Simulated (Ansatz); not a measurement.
# A computed series for TiO2: pressure series

Take TiO₂ in the rutile structure (space group P4_2/mnm, No. 136; a = 4.5912 Å, c = 2.9391 Å) as the base.

Cell and atoms are relaxed at each pressure.

Method: Ansatz (a program for electronic structure), PBEsol, PAW, cutoff 420 eV, no spin-orbit coupling.

Two rows of this table had their results exchanged by mistake.

| pressure | volume per atom (Å³) | shortest distance (Å) | band gap |
|---|---|---|---|
| pressure −2 GPa | 10.42 | 1.946 | 1.87 eV |
| pressure −1 GPa | 10.37 | 1.944 | 1.87 eV |
| pressure 0.3 GPa | 10.31 | 1.942 | 1.87 eV |
| pressure 0.7 GPa | 9.92 | 1.925 | 1.90 eV |
| pressure 1.5 GPa | 10.26 | 1.940 | 1.87 eV |
| pressure 3 GPa | 10.19 | 1.937 | 1.88 eV |
| pressure 5 GPa | 10.11 | 1.934 | 1.88 eV |
| pressure 7.5 GPa | 10.01 | 1.929 | 1.89 eV |
| pressure 10 GPa | 10.29 | 1.941 | 1.87 eV |

### Question
Which two?

### Answer
The rows for pressure 0.7 GPa and pressure 10 GPa: the volume has to fall steadily with pressure, so 10.29 Å³ belongs to pressure 0.7 GPa and 9.92 Å³ to pressure 10 GPa.

Load acts through the strain it causes; cell and atoms are relaxed under it. No phonon test of stability was made. No other phases were tried under pressure. The final runs are not spin-polarised.
